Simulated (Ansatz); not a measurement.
Defect calculation: Sr_Hf+V_O in monoclinic HfO2

Level of theory: PBE, PAW (plane waves to 420 eV; Ansatz, an electronic-structure program). Cell: 96 sites, 2×2×2; final energies on a 2×2×2 shifted mesh. Sites at the start: the Hf site; O(1,3-fold) 2.05 Å away. Finite-size correction: monopole term and site-potential alignment. Dielectric constants: PBE linear response of the host. Host gap at this level: 4.04 eV. A cell of this size leaves errors of a few tenths of an eV. The semilocal functional narrows the gap, so deep levels can fall outside it. Spin–orbit coupling is left out, which matters for these heavy elements. Each state is the lowest found from its start.

Formation energies E_f are given with the Fermi level at the valence-band maximum. Chemical conditions: Hf-rich (Δμ(Hf) = 0.00 eV, Δμ(O) = -5.19 eV, Δμ(Sr) = -1.08 eV, bounded by SrHfO3 (Pnma); only phases computed here count, gases as isolated molecules at 0 K); O-rich (Δμ(Hf) = -10.38 eV, Δμ(O) = 0.00 eV, Δμ(Sr) = -6.27 eV, bounded by SrHfO3 (Pnma); only phases computed here count, gases as isolated molecules at 0 K). Reference phases: Hf: hcp Hf, O: O2 molecule in a box, Sr: fcc Sr.

```json
[
 {"charge": "+1†", "moment (μB)": "1.0", "point group": "–", "largest move off a lattice site (Å)": "0.48", "image correction with alignment (eV)": "-0.12", "E_f, Hf-rich (eV)": "–", "E_f, O-rich (eV)": "–"},
 {"charge": "0", "moment (μB)": "not spin-polarised", "point group": "C1", "largest move off a lattice site (Å)": "0.27", "image correction with alignment (eV)": "0.00", "E_f, Hf-rich (eV)": "2.90", "E_f, O-rich (eV)": "2.90"}
]
```

† Not settled in this cell, so no level is given: charge +1: level within 0.1 eV of a band edge or past it.

Point groups are those of the whole cell at tolerances of 0.03 and 0.1 Å ("near" where only the looser one holds); none is given for unsettled states.

Flagged in the runs: a host whose relaxation on this sampling wasn't shown to rest, a strain field that reaches the edge of the cell.

All states together cost very roughly 5 core-hours.
